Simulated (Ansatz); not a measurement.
## Thickness series in Li2O

Consider Li2O in the anti-fluorite structure (space group Fm-3m, No. 225).

```xyz
3
Lattice="0.0000 2.2864 2.2864 2.2864 0.0000 2.2864 2.2864 2.2864 0.0000" Properties=species:S:1:pos:R:3 pbc="T T T"
O      0.0000     0.0000     0.0000
Li     1.1432     1.1432     1.1432
Li     3.4296     3.4296     3.4296
```

Cartesian axes are those of the cell as printed.

Free-standing slabs (3 atom(s) a layer) normal to [111] with 15 Å of vacuum; in-plane cell held at bulk.

The values are results of r2SCAN/PAW in Ansatz (an electronic-structure program), without spin-orbit coupling, not measurements.

Candidates:
(a) 3 layers
(b) 2 layers
(c) 5 layers

Base values:

The band gap is 5.77 eV.

Task: Order them by band gap, highest first.

Result: (c) 5 layers (3.45 eV), (a) 3 layers (3.42 eV), (b) 2 layers (3.35 eV)

No phonon test of stability was made.
